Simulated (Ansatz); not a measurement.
# Pressure series in Si

Consider Si in the diamond structure (space group Fd-3m, No. 227; a = 5.4703 Å).

Cell and atoms are relaxed at each pressure.

The values are results of PBE, PAW, 420 eV (Ansatz, a program for electronic structure; without spin-orbit coupling), not measurements.

Candidates:
(a) pressure −2 GPa
(b) pressure 0.3 GPa
(c) pressure 7.5 GPa

Base values:

- Band gap: 0.61 eV

Task: Order them by band gap, highest first.

Result: (a) pressure −2 GPa (0.65 eV), (b) pressure 0.3 GPa (0.61 eV), (c) pressure 7.5 GPa (0.47 eV)

Load acts through the strain it causes; cell and atoms are relaxed under it. No phonon test of stability was made. Tetrahedral semiconductors of this kind turn to denser phases somewhere between about 1 and 50 GPa; those were not computed, so compressed cells here can lie past the real transition.
